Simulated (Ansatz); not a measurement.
Data:

```
KF
1.0
    0.00000     2.65327     2.65327
    2.65327     0.00000     2.65327
    2.65327     2.65327     0.00000
K F
1 1
Cartesian
  0.00000   0.00000   0.00000
  2.65327   2.65327   2.65327
```

Method: PBEsol, rigid bands (plane waves, PAW, scalar-relativistic; Ansatz, an electronic-structure program). Cell: cell and atoms relaxed with PBEsol.

What conductivity effective mass do dilute electrons have at 300 K?

0.55 mₑ.

Predict the hole conductivity mass (n e² τ/σ) at 300 K, by direction if it differs.

5.0 mₑ.

And the band gap?

6.15 eV at this level; semilocal functionals usually fall short of the measured gap.

Rigid bands, one relaxation time for all states, no polarons. Spin-orbit coupling is left out; where it splits the top of the valence band it changes the hole mass and lowers the gap by about a third of the splitting.
